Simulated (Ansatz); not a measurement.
Consider the following.

```
CELL_PARAMETERS angstrom
      0.00000     3.18532     3.18532
      3.18532     0.00000     3.18532
      3.18532     3.18532     0.00000
ATOMIC_POSITIONS crystal
  Hg 0.00000 0.00000 0.00000
  Te 0.25000 0.25000 0.25000
```

No spin polarisation.

Computed with Ansatz (an electronic-structure program), LDA, PAW, cutoff 420 eV, no SOC. Γ-centred 9×9×9 mesh, Fermi–Dirac width 0.05 eV.

Question: Estimate the space group.

Answer: F-43m (No. 216).

Question: Estimate the pressure.

Answer: 1.5 GPa.

Question: What band gap does the calculation give?

Answer: Zero.

The mesh was chosen for an insulator and is coarse for the gapless case. With Hg and Te present, leaving out spin-orbit coupling can change the band edges. The cells carry an imposed strain or load. Stability against distortions was not tested. All final runs are without spin polarisation. The cell was made from HgTe in the zinc blende structure (space group F-43m, No. 216) by this change: isotropic strain −1.00 %. The zero or small gap of HgTe can change with the level of theory.
